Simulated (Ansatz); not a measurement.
The cell is made up: elements placed on another compound's structure type, so the phase may be hypothetical.

Inside the gap of an insulator the Bloch states are evanescent, with a wavenumber k + iκ along the transport direction.

```
CELL_PARAMETERS angstrom
      5.28547     0.00000     0.00000
      0.00000     5.28547     0.00000
      0.00000     0.00000     3.10760
ATOMIC_POSITIONS crystal
  Al 0.67715 0.32285 0.00000
  Al 0.32285 0.67715 0.00000
  Al 0.17715 0.17715 0.50000
  Al 0.82285 0.82285 0.50000
  N  0.68500 0.68500 0.00000
  N  0.31500 0.31500 0.00000
  N  0.81500 0.18500 0.50000
  N  0.18500 0.81500 0.50000
```

Space group of this cell: P4_2/mnm. The cell was relaxed by PBE-D3(BJ); by r2SCAN its mean pressure is -0.6 GPa.

Transport runs along the normal of the first two printed cell vectors.

No gap correction and no spin-orbit coupling; mid-gap values are interpolated between computed energies.

### Question
Compute, with r2SCAN in Ansatz (a program for electronic structure), the band gap and the smallest decay constant κ at mid-gap.

### Answer
Gap 4.46 eV on a 6×6×10 mesh; κ = 0.314 1/Å, at the zone centre.
